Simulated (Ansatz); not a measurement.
Results of r²SCAN in Ansatz (PAW) for CsCl-type LiF (model structure).

Numerical settings: plane-wave cutoff 500 eV, 12×12×12 k mesh, gaussian smearing 0.02 eV, scalar-relativistic PAW data made under PBE.

Cell (relaxed at this level):

```yaml
crystal:
  lattice:
    - [2.51655, 0.00000, 0.00000]
    - [0.00000, 2.51655, 0.00000]
    - [0.00000, 0.00000, 2.51655]
  atoms:
    - { symbol: Li, position: [0.00000, 0.00000, 0.00000] }
    - { symbol: F, position: [0.50000, 0.50000, 0.50000] }
```

### Question
Give the computed band gap.

### Answer

band gap: 8.91 eV (on the SCF k mesh)

Note: the relaxation could raise the start's symmetry but not lower it, so the cell can be a saddle point.

Computed values are for the static lattice.

A model structure was made by putting elements into a prototype or built by hand; it is no filed structure, need not be a known phase, and can be a saddle point held by its symmetry.

Ansatz is a program for electronic structure.
